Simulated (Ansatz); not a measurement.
The starting structures come from a database of crystals and need not be the phases stable at ambient conditions.

 Where the default PAW files enter, the runs use the earlier of Ansatz's two default sets.

The decay constant κ of evanescent states in the gap governs leakage through a thin film.

Data:

```xyz
8
Lattice="3.5745 0.0000 0.0000 -1.7872 3.0956 0.0000 0.0000 0.0000 14.8100" Properties=species:S:1:pos:R:3 pbc="T T T"
Na     0.0000     0.0000     0.0000
Na     0.0000     0.0000     7.4050
Nb     0.0000     0.0000     3.7025
Nb     0.0000     0.0000    11.1075
Se     0.0000     2.0637     2.0561
Se     1.7873     1.0319    12.7539
Se     1.7873     1.0319     9.4610
Se     0.0000     2.0637     5.3489
```

Space group of this cell: P6_3/mmc. The cell is taken as given; by PBEsol its mean pressure is -2.9 GPa.

Transport runs along the normal of the first two printed cell vectors, the (001) plane of the conventional cell.

No gap correction and no spin-orbit coupling; mid-gap values are interpolated between computed energies.

**Question.** Predict the band gap and the smallest decay constant κ at mid-gap from PBEsol (Ansatz, a quantum-chemistry and plane-wave program).

**Answer.** Gap 0.50 eV on a 12×12×2 mesh; κ = 0.149 1/Å, at (0.167, 0.167) of the in-plane reciprocal vectors. At the zone centre, at the nearest computed energy, the slowest state has κ = 0.21 1/Å.
